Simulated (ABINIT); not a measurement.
**Pressure against volume in MoSi2-type MoSi2 (space group 139) (ABINIT, PBE)**

```yaml
crystal:
  lattice:
    - [-1.57646, 1.57646, 3.85521]
    - [1.57646, -1.57646, 3.85521]
    - [1.57646, 1.57646, -3.85521]
  atoms:
    - { symbol: Si, position: [0.66500, 0.66500, 0.00000] }
    - { symbol: Si, position: [0.33500, 0.33500, 0.00000] }
    - { symbol: Mo, position: [0.00000, 0.00000, 0.00000] }
```

Level of theory: PBE, norm-conserving pseudopotentials (PseudoDojo nc-sr-05 PBE standard) (plane waves; ABINIT). Settings: pseudos = [Si.upf, Mo.upf]; ecut = 52 Ha; ixc = 11; occopt = 3; tsmear = 0.05 eV; ngkpt = 13 13 13; nshiftk = 1; shiftk = 0 0 0; potentials = PseudoDojo nc-sr-05 PBE standard; nband = 16; kptopt = 1; nstep = 80; tolvrs = 1e-11. The cell above is the first row's. The rows scale it uniformly. In all rows fractional positions and the k mesh are held.

| V (Å^3/atom) | P (GPa) |
|---|---|
| 12.7748 | ? |
| 13.0525 | 9.05 |
| 13.3302 | 4.09 |
| 13.6079 | -0.35 |
| 13.8856 | -4.32 |
| 14.1634 | -7.87 |
| 14.4411 | -11.04 |
| 14.7188 | -13.87 |
| 14.9965 | -16.39 |

**Question.** Fit P against V with a cubic, and predict the withheld value at V = 12.7748.

**Answer.** With u = V - 14.0, the rows have u = -0.9475, -0.6698, -0.3921, -0.1144, 0.1634, 0.4411, 0.7188, 0.9965. Least squares gives P = -5.834 - 12.9025·u + 2.6454·u² - 0.3313·u³. Residuals (row less fit): 0.002, -0.004, -0.002, 0.003, 0.003, -0.001, -0.005, 0.002; standard error 0.004 (degrees of freedom: 4). The fitted pressure is zero at V0 = 13.58, where dP/dV = -15.27, so B0 = -V0·dP/dV = 207 GPa. At the withheld row, u = -1.2252, so P = -5.834 - 12.9025 × (-1.2252) + 2.6454 × (-1.2252)² - 0.3313 × (-1.2252)³ = 14.555 GPa. The calculation gives 14.59 GPa, 0.035 GPa above the prediction (0.1 % of the range of P in the table). The row lies outside the fitted rows, so this is an extrapolation. From the scatter of the fitted rows alone, a prediction at this place has a standard error of 0.012 GPa, so the miss is 2.9 times that.

Carrying the step between the two nearest rows on in a straight line would have given 14.01, off by 0.58; series whose last step already gives the withheld value aren't shown. The scan was laid around a cell of about the measured size, scaled by a guess for this functional; axis ratios and inner coordinates come from that cell. The runs keep the symmetry of the cell, so they don't test it for distortions. Spin polarisation is off. The shape of the cell and the inner coordinates aren't relaxed, so V0 and B0 belong to this uniform scaling; a relaxed crystal lies no higher in energy and is usually softer (forces reach 0.22 eV/Å in these rows). Cutoffs and mesh are single choices, not tested for convergence of this quantity. Series with a scatter that would blur these digits, or in which a gap closes, are not shown.
